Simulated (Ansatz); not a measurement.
**CsCl-type AuZn (cubic form, which distorts at low temperature): elastic constant C11 by level of theory**

No measured value is used here.

```tsv
level (code)	value (GPa)	cell (Å³/atom)
LDA (Ansatz)	163	14.84
PBE (Ansatz)	120	16.18
PBEsol (Ansatz)	146	15.31
PBE-D3(BJ) (Ansatz)	140	15.47
r²SCAN (Ansatz)	138	15.61
```

Density-functional levels without +SOC have no spin–orbit coupling. LDA, PBE, PBEsol, PBE-D3(BJ), r²SCAN: symmetry holds this phase in the static calculation, where it need not be a minimum. PBE-D3(BJ): the dispersion coefficients are held fixed in the derivatives. Each level is taken at its own relaxed cell. Cutoffs differ between the levels. Ansatz's density-functional and Hartree–Fock values are scalar-relativistic unless marked +SOC, with PAW data made under PBE.

Ansatz is a first-principles code.
